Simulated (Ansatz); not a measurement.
The starting structures come from a database of crystals and need not be the phases stable at ambient conditions.

 Where the default PAW files enter, the runs use the earlier of Ansatz's two default sets.

Input:

```
CELL_PARAMETERS angstrom
      5.06907     0.00000     0.00000
     -2.53454     4.38994     0.00000
      0.00000     0.00000     8.55849
ATOMIC_POSITIONS crystal
  Si 0.66667 0.33333 0.93713
  Si 0.33333 0.66667 0.43713
  Si 0.66667 0.33333 0.56287
  Si 0.33333 0.66667 0.06287
  O  0.57874 0.57874 0.00000
  O  0.00000 0.57874 0.50000
  O  0.42126 0.00000 0.00000
  O  0.42126 0.42126 0.50000
  O  0.00000 0.42126 0.00000
  O  0.57874 0.00000 0.50000
  O  0.66667 0.33333 0.75000
  O  0.33333 0.66667 0.25000
```

Space group of this cell: P6_322. The cell is taken as given.

Method: r2SCAN (plane waves, PAW; Ansatz, a program for electronic structure).

The current runs along the normal of the first two printed vectors; no spin-orbit coupling. Scaled by the factor s: the length along the current (ions clamped). Meshes 12×12×4 and 12×12 across the current in all rows.

| s | mean pressure (GPa) | slowest mid-gap decay constant κ (1/Å) |
|---|---|---|
| 0.97 | 5.7 | 0.541 |
| 1.00 | 0.1 | 0.518 |
| 1.03 | -4.4 | ? |

Task: Take the slope of the slowest mid-gap decay constant κ against ln s from the two given rows, extrapolate to s = 1.03, and say what the run there gives.

Result: Slope = (0.541 − 0.518) / ln 0.97 = -0.755 1/Å. The line gives 0.518 + (-0.755) × ln 1.03 = 0.496 1/Å. The run gives 0.489 1/Å, 0.007 1/Å under the line, 30 % of the predicted step.
